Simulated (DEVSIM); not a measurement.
Structure: Schottky contact on n-type β-Ga2O3, at 300 K.

Layer 1 from the left is β-Ga2O3, thickness (μm) 4.70, Nd (cm⁻³) 1e16, τn (s) 8.9e-9, τp (s) 8.9e-9. Layer 2 from the left is β-Ga2O3, thickness (μm) 29.0, Nd (cm⁻³) 1.8e18, τn (s) 8.9e-9, τp (s) 8.9e-9.

Left contact: Schottky, work function 5.71 eV, emission velocity 4.1e6 cm/s. Right contact: ohmic. Voltage is applied to the left contact. Recombination: SRH at mid-gap, Auger. Mobility is constant in doping.

This is a model device: material constants are rounded textbook-type values typed into the input, and sizes, dopings and lifetimes were drawn at random. Values at 300 K.

β-Ga2O3: gap (eV) 4.8, affinity (eV) 4, permittivity 10, Nc (cm⁻³) 3.7e18, Nv (cm⁻³) 5e20, μn (cm²/Vs) 160, μp (cm²/Vs) 1, Cn (cm⁶/s) 1e-31, Cp (cm⁶/s) 1e-31.

Simulated with DEVSIM: 1D drift-diffusion, Boltzmann statistics, complete ionisation; no tunnelling, impact ionisation, image-force lowering or self-heating. Metal contacts follow the ideal Schottky-Mott rule: no Fermi-level pinning, no interface dipoles.

What does the simulation give for the dark forward voltage at 100 A/cm², the potential step across the device at zero bias, the dark forward voltage at 1 A/cm²?

dark forward voltage at 100 A/cm² 1.666 V; potential step across the device at zero bias 1.691 V; dark forward voltage at 1 A/cm² 1.351 V.
